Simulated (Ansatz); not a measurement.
A computed series for GaN: response to strain

Consider GaN in the wurtzite structure (space group P6_3mc, No. 186; a = 3.1518 Å, c = 5.1383 Å). Axes: x lies along a and z along c of the hexagonal cell.

Strains are applied to the cell and any free atomic positions relax; under biaxial strain the out-of-plane vector relaxes too.

Calculations: Ansatz (a program for electronic structure) LDA, no spin-orbit coupling.

Notes on the quantities. in-plane stress: mean in-plane stress (compression positive).

| variant | band gap | in-plane stress | ratio −ε⊥/ε∥ |
|---|---|---|---|
| base | 2.13 eV | – | – |
| biaxial strain −3.00 %, plane normal [001], relaxed out of plane | 2.19 eV | +15.2 GPa | 0.50 |
| biaxial strain −2.40 %, plane normal [001], relaxed out of plane | 2.19 eV | +11.9 GPa | 0.50 |
| biaxial strain −1.80 %, plane normal [001], relaxed out of plane | 2.18 eV | +8.8 GPa | 0.50 |
| biaxial strain −1.20 %, plane normal [001], relaxed out of plane | 2.17 eV | +5.7 GPa | 0.49 |
| biaxial strain −0.60 %, plane normal [001], relaxed out of plane | 2.15 eV | +2.8 GPa | – |

Stability against distortions was not tested.
